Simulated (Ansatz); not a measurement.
Habitual settings against a tight run: Ti2CS (P6_3/mmc, 8 atoms in the cell)

Self-consistent single point.

```
CELL_PARAMETERS angstrom
      3.18299     0.00000     0.00000
     -1.59150     2.75655     0.00000
      0.00000     0.00000    11.14697
ATOMIC_POSITIONS crystal
  Ti 0.33333 0.66667 0.40084
  Ti 0.66667 0.33333 0.59916
  Ti 0.66667 0.33333 0.90084
  Ti 0.33333 0.66667 0.09916
  C  0.00000 0.00000 0.50000
  C  0.00000 0.00000 0.00000
  S  0.66667 0.33333 0.25000
  S  0.33333 0.66667 0.75000
```

Method of the run: LDA (PW92), harder PAW files (source: ansatz) made with PBE (plane waves; Ansatz, a program for electronic structure).

Base settings: basis.ecutwfc = 820 eV; kpoints.mp_grid.grid = 10 10 3; hamiltonian.xc = lda; hamiltonian.pseudopotentials = {kind: paw, source: ansatz}; scf.occupations.method = methfessel_paxton; scf.occupations.width = 0.272 eV.

Tight run (finer mesh or higher cutoff; not a proven limit): basis.ecutwfc: 820 eV → 1150 eV; kpoints.mp_grid.grid: 10 10 3 → 14 14 5; scf.convergence.dr2_threshold: default (1e-07 eV) → 1e-09 eV. It gave Fermi level (on the code's own zero) 14.29 eV; pressure -6.65 GPa; largest force (vector length) 0.045 eV/Å.

Quick runs, as changes from the base:
- A: the base itself
- B: basis.ecutwfc: 820 eV → 490 eV; kpoints.mp_grid.grid: 10 10 3 → 1 1 1; hamiltonian.xc: lda → pbesol; scf.occupations.width: 0.272 eV → 0.136 eV [PBEsol]
- C: basis.ecutwfc: 820 eV → 490 eV; kpoints.mp_grid.grid: 10 10 3 → 3 3 3; scf.occupations.width: 0.272 eV → 0.2 eV; scf.convergence.dr2_threshold: default (1e-07 eV) → 0.001 eV
- D: basis.ecutwfc: 820 eV → 410 eV; kpoints.mp_grid.grid: 10 10 3 → 4 4 4; hamiltonian.xc: lda → pbesol; scf.occupations.width: 0.272 eV → 0.2 eV; scf.convergence.dr2_threshold: default (1e-07 eV) → 0.0001 eV [PBEsol]
- E: basis.ecutwfc: 820 eV → 410 eV; kpoints.mp_grid.grid: 10 10 3 → 2 2 2; scf.occupations.method: methfessel_paxton → gaussian; scf.occupations.width: 0.272 eV → 0.2 eV

Energies are extrapolated to zero smearing width, which holds to low order in the width alone.

Dashes: energy of B, D, another energy zero.

† marks runs with another functional, U, potentials or spin treatment: their distance from the tight run is not a convergence error alone.

The count of work is k-points × plane waves × bands × iterations; it is no time. 

Pressures in the table are Ansatz's without its Pulay estimate, at a fixed set of plane waves; the tight run's value above holds the estimate.

The starting cell comes from a database of computed structures (which also holds hypothetical and non-ambient phases and stackings), without a prior relaxation at this level. Its lattice was rescaled by a random factor within 2.5 % of one. Spin polarisation is off, so a magnetic state, if there is one, cannot be reached. In the base run, with a pressure of about -7 GPa the cell is away from its equilibrium volume at this level.

| run | energy less tight (meV/atom) | pressure less tight (GPa) | largest miss in a force vector (eV/Å) | count of work / tight |
|---|---|---|---|---|
| A | -0.4 | -0.01 | 0.004 | 0.19 |
| B† | – | 35.20 | 2.905 | 0.0038 |
| C | 73.9 | -5.41 | 0.370 | 0.015 |
| D† | – | -17.70 | 0.160 | 0.025 |
| E | 459.4 | -21.75 | 0.025 | 0.011 |

Among the runs at the tight run's level, the energy misses run from 0.4 to 459.4 meV/atom.

Left out of this page: 1 run of the series unsound by tests on forces, stress, charge or solver warnings.

Keys are those of Ansatz 0.2.
